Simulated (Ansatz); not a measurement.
The starting structures come from a database of crystals and need not be the phases stable at ambient conditions.

The decay constant κ of evanescent states in the gap governs leakage through a thin film.

Consider the following.

```yaml
crystal:
  lattice:
    - [6.51110, 0.00000, 0.00000]
    - [0.00000, 6.84399, 0.00000]
    - [0.00000, 0.00000, 7.83387]
  atoms:
    - { symbol: Zn, position: [0.34340, 0.34938, 0.50000] }
    - { symbol: Zn, position: [0.84340, 0.65062, 0.00000] }
    - { symbol: Si, position: [0.84475, 0.67029, 0.50000] }
    - { symbol: Si, position: [0.34475, 0.32971, 0.00000] }
    - { symbol: Cu, position: [0.83683, 0.17412, 0.25283] }
    - { symbol: Cu, position: [0.33683, 0.82588, 0.24717] }
    - { symbol: Cu, position: [0.83683, 0.17412, 0.74717] }
    - { symbol: Cu, position: [0.33683, 0.82588, 0.75283] }
    - { symbol: Se, position: [0.96050, 0.35006, 0.50000] }
    - { symbol: Se, position: [0.46050, 0.64994, 0.00000] }
    - { symbol: Se, position: [0.48678, 0.68270, 0.50000] }
    - { symbol: Se, position: [0.98678, 0.31730, 0.00000] }
    - { symbol: Se, position: [0.46491, 0.16243, 0.24015] }
    - { symbol: Se, position: [0.96491, 0.83757, 0.25985] }
    - { symbol: Se, position: [0.46491, 0.16243, 0.75985] }
    - { symbol: Se, position: [0.96491, 0.83757, 0.74015] }
```

The cell is taken as given; by PBEsol it stands under a pressure of -3.3 GPa.

Transport runs along the normal of the first two printed cell vectors.

The gap is the functional's own. No spin-orbit coupling. Mid-gap values are those at the computed energy nearest the middle.

Task: Give the band gap and the smallest decay constant κ at mid-gap that PBEsol (Ansatz, a program for electronic structure) yields.

Result: Gap 0.30 eV on a 6×6×4 mesh; κ = 0.034 1/Å, at the zone centre.
